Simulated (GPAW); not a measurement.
# Worked example: self-consistent single point of TlRh3 (P6_3/mmc, 8 atoms in the cell) in GPAW

Method: PBEsol, GPAW PAW datasets PBEsol (made by gpaw-setup) (plane waves; GPAW).

The input file:

```python
from ase import Atoms
from ase.units import GPa
from gpaw import GPAW, PW, FermiDirac

atoms = Atoms(['Tl', 'Tl', 'Rh', 'Rh', 'Rh', 'Rh', 'Rh', 'Rh'],
              cell=[[5.711970, 0.000000, 0.000000],
                    [-2.855985, 4.946711, 0.000000],
                    [0.000000, 0.000000, 4.571290]],
              positions=[[2.855988, 1.648902, 1.142823],
                         [-0.000003, 3.297809, 3.428468],
                         [1.374900, 0.793799, 3.428468],
                         [1.481085, 4.152912, 1.142823],
                         [-0.000000, 1.587597, 1.142823],
                         [2.855985, 3.359114, 3.428468],
                         [4.337070, 0.793799, 3.428468],
                         [-1.481085, 4.152912, 1.142823]],
              pbc=True)

calc = GPAW(mode=PW(600),
            xc='PBEsol',
            kpts=(5, 5, 5),
            occupations=FermiDirac(0.1),
            nbands=-12,
            convergence={'forces': 0.001},
            symmetry={'symmorphic': False, 'tolerance': 0.0005},
            maxiter=150,
            txt='-')

atoms.calc = calc

energy = atoms.get_potential_energy()
print('Energy (eV):', round(energy, 6))
forces = atoms.get_forces()
print('Forces (eV/Ang):')
print(forces.round(5))
stress = atoms.get_stress()
print('Stress (GPa, Voigt):', (stress / GPa).round(4))
```

Output (repeated stretches shortened):

```
Input parameters:
  convergence: {forces: 0.001}
  kpts: [5 5 5]
  maxiter: 150
  mode: {ecut: 600.0,
         name: pw}
  nbands: -12
  occupations: {fixmagmom: False,
                name: fermi-dirac,
                width: 0.1}
  symmetry: {symmorphic: False,
             tolerance: 0.0005}
  xc: PBEsol

species:
  Tl:
    name: Thallium
    Z: 81.0
    valence: 13
    core: 68
    charge: 0.0
    file: Tl.PBEsol.gz

    # Using partial waves for Tl as LCAO basis

  Rh:
    name: Rhodium
    Z: 45.0
    valence: 15
    core: 30
    charge: 0.0
    file: Rh.PBEsol.gz

    # Using partial waves for Rh as LCAO basis

Reference energy: -1880210.965053  # eV

Spin-paired calculation

Convergence criteria:
 Maximum [total energy] change in last 3 cyles: 0.0005 eV / valence electron
 Maximum integral of absolute [dens]ity change: 0.0001 electrons / valence electron
 Maximum integral of absolute [eigenst]ate change: 4e-08 eV^2 / valence electron
 Maximum change in the atomic [forces] across last 2 cycles: 0.001 eV/Ang OR
Maximum error relative to the maximum force is below inf
 Maximum number of scf [iter]ations: 150

Symmetries present (total): 24
Symmetries with fractional translations: 12
125 k-points: 5 x 5 x 5 Monkhorst-Pack grid
15 k-points in the irreducible part of the Brillouin zone
       k-points in crystal coordinates                weights
   0:     0.00000000    0.00000000    0.00000000          1/125
   1:     0.00000000    0.00000000    0.20000000          2/125
   2:     0.00000000    0.00000000    0.40000000          2/125
   [... 7 lines left out ...]
          ...
  14:     0.40000000    0.40000000    0.40000000         12/125

Wave functions: Plane wave expansion
  Cutoff energy: 600.000 eV
  Number of coefficients (min, max): 4284, 4321
  Pulay-stress correction: 0.000000 eV/Ang^3 (de/decut=0.000000)

Occupation numbers: Fermi-Dirac:
  width: 0.1000  # eV

Eigensolver

Densities:
  Coarse grid: 35*35*28 grid
  Fine grid: 70*70*56 grid
  Total Charge: 0.000000

Density mixing:
  Method: separate
  Backend: pulay
  Linear mixing parameter: 0.05
  old densities: 5
  Damping of long wavelength oscillations: 50

Hamiltonian:
  XC and Coulomb potentials evaluated on a 70*70*56 grid
  External potential:
    NoExternalPotential

XC parameters: PBEsol with 2 nearest neighbor stencil

Number of atoms: 8
Number of atomic orbitals: 90
Number of bands in calculation: 70
Number of valence electrons: 116
Bands to converge: occupied

Density initialized from atomic densities
  70 bands from LCAO basis set

Atomic positions and initial magnetic moments

Positions:
   0 Tl     2.855988    1.648902    1.142823    ( 0.0000,  0.0000,  0.0000)
   1 Tl    -0.000003    3.297809    3.428468    ( 0.0000,  0.0000,  0.0000)
   2 Rh     1.374900    0.793799    3.428468    ( 0.0000,  0.0000,  0.0000)
   3 Rh     1.481085    4.152912    1.142823    ( 0.0000,  0.0000,  0.0000)
   4 Rh    -0.000000    1.587597    1.142823    ( 0.0000,  0.0000,  0.0000)
   5 Rh     2.855985    3.359114    3.428468    ( 0.0000,  0.0000,  0.0000)
   6 Rh     4.337070    0.793799    3.428468    ( 0.0000,  0.0000,  0.0000)
   7 Rh    -1.481085    4.152912    1.142823    ( 0.0000,  0.0000,  0.0000)

Unit cell:
           periodic     x           y           z      points  spacing
  1. axis:    yes    5.711970    0.000000    0.000000    35     0.1413
  2. axis:    yes   -2.855985    4.946711    0.000000    35     0.1413
  3. axis:    yes    0.000000    0.000000    4.571290    28     0.1633

  Lengths:   5.711970   5.711970   4.571290
  Angles:   90.000000  90.000000 120.000001

Effective grid spacing dv^(1/3) = 0.1556

     iter     time        total  log10-change:
                         energy   eigst   dens  force
iter:   1 --:--:--   -56.032582
iter:   2 --:--:--   -55.679861   -1.25  -1.40
iter:   3 --:--:--   -57.077016   -0.41  -1.42
iter:   4 --:--:--   -54.812223   -2.04  -1.46
iter:   5 --:--:--   -53.673752   -1.21  -1.67
iter:   6 --:--:--   -53.743102   -2.25  -2.06
iter:   7 --:--:--   -53.647519   -2.55  -2.31
iter:   8 --:--:--   -53.645966   -3.80  -2.88
iter:   9 --:--:--   -53.648186c  -3.77  -2.85
iter:  10 --:--:--   -53.640333c  -3.47  -2.81
iter:  11 --:--:--   -53.640301c  -4.92  -3.42
iter:  12 --:--:--   -53.640346c  -5.69  -3.49
iter:  13 --:--:--   -53.640401c  -5.36  -3.47
iter:  14 --:--:--   -53.640670c  -4.81  -3.36
iter:  15 --:--:--   -53.640548c  -5.66  -3.64
iter:  16 --:--:--   -53.640493c  -6.44  -3.60
iter:  17 --:--:--   -53.640438c  -6.50  -3.62
iter:  18 --:--:--   -53.640291c  -4.92  -3.64
iter:  19 --:--:--   -53.640306c  -6.05  -4.40c
iter:  20 --:--:--   -53.640300c  -7.45c -4.46c
iter:  21 --:--:--   -53.640291c  -6.54  -4.47c
iter:  22 --:--:--   -53.640304c  -7.16  -4.51c
iter:  23 --:--:--   -53.640304c  -7.97c -4.91c -2.98
iter:  24 --:--:--   -53.640304c  -7.37  -4.96c
iter:  25 --:--:--   -53.640305c  -8.89c -5.20c -3.19c

Converged after 25 iterations.

Dipole moment: (-0.000000, 0.000000, 0.000025) |e|*Ang

Energy contributions relative to reference atoms: (reference = -1880210.965053)

Kinetic:        -26.036660
Potential:      +16.487244
External:        +0.000000
XC:             -43.211802
Entropy (-ST):   -0.292950
Local:           -0.732612
SIC:             +0.000000
--------------------------
Free energy:    -53.786780
Extrapolated:   -53.640305

Showing only first 2 kpts
 Kpt  Band  Eigenvalues  Occupancy
  0    56     10.10990    1.87789
  0    57     10.89682    0.01169
  0    58     11.14057    0.00103
  0    59     11.15887    0.00086

  1    56     10.16601    1.79539
  1    57     10.67092    0.10658
  1    58     10.94121    0.00752
  1    59     11.02302    0.00332

Fermi level: 10.38320

No gap
No difference between direct/indirect transitions
Energy (eV): -53.640305

Forces in eV/Ang:
  0 Tl   -0.00000    0.00000    0.00000
  1 Tl    0.00000   -0.00000   -0.00000
  2 Rh   -0.08151   -0.04706   -0.00000
  3 Rh    0.08151    0.04706    0.00000
  4 Rh    0.00000   -0.09412   -0.00000
  5 Rh    0.00000    0.09412   -0.00000
  6 Rh    0.08151   -0.04706   -0.00000
  7 Rh   -0.08151    0.04706    0.00000

Stress tensor:
     0.052709     0.000000     0.000000
     0.000000     0.052709     0.000000
     0.000000     0.000000     0.047715
Stress (GPa, Voigt): [8.4449 8.4449 7.6448 0.     0.     0.    ]
```

The run converged in 25 iterations. GPAW prints stress with tension positive.

The starting cell comes from a database of computed structures (which also holds hypothetical and non-ambient phases and stackings), without a prior relaxation at this level. Spin-orbit coupling is off. Spin polarisation is off. With a pressure of about -8 GPa the cell is away from its equilibrium volume at this level.

Cost on one core of a shared machine: roughly 90 s.
